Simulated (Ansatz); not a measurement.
Functionals compared on a constructed model of the (111) surface of fcc Cu, a pseudomorphic layer of Al in the host's stacking (bottom of the slab: a bare face, its two planes held), in Ansatz (plane waves, PAW). The structure was relaxed with PBE; the other rows are single points on it. Cutoff 420 eV (500 eV for r2SCAN).

Slab: 7 atoms, 12.7 Å thick at the start with caps and adatoms (thin: gaps and levels are the slab's own); k 17x17x1, smearing 0.1 eV, dipole-corrected; 2 atoms held, the rest relaxed; held to the start's symmetry, so lower structures may exist; no spin, no spin-orbit, no U. In PBE it is, or lies within 0.01 eV a 1x1 cell of, the lowest of the 2 structures of its composition computed so far; subsurface sites and larger cells were not tried. These notes are the PBE run's.

```
functional  work function of the top face (eV)          rough cost of the single point
----------  ----------------------------------  --------------------------------------
PBE                                       3.97                                       –
RPBE                                      3.89  about 22 core-seconds (a rough figure)
r2SCAN                                    4.01  about 40 core-seconds (a rough figure)
```

Ansatz is a program for electronic structure.
